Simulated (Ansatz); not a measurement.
Consider Mo in the bcc (W type) structure (space group Im-3m, No. 229; relaxed with 0.1 eV smearing).

```
Mo
1.0
   -1.57548     1.57548     1.57548
    1.57548    -1.57548     1.57548
    1.57548     1.57548    -1.57548
Mo
1
Direct
  0.00000   0.00000   0.00000
```

Cartesian axes are those of the cell as printed.

Computed with r2SCAN (Ansatz, an electronic-structure program; PAW; 500 eV plane waves; no spin-orbit coupling).

The change: the cell is compressed by 4.09 % along x with no lateral relaxation; the atoms relax in the strained cell.

Task: Predict the stress tensor and what it implies for the stiffness.

Result: Stress of the strained cell less that of the base (GPa, compression positive):
```
   22.8     0.0     0.0
    0.0     7.6     0.0
    0.0     0.0     7.6
```

Then −Δσ_ii/ε with ε = -0.0409 gives secant stiffness values (nonlinear terms included at this strain): C11 ≈ 556 GPa, C12 ≈ 185 GPa and C13 ≈ 185 GPa.

As a check, the harmonic strain energy −½ V₀ Δσ:ε is 45 meV/atom; the computed energy rise is 44 meV/atom.

No phonon test of stability was made. The final runs are not spin-polarised.
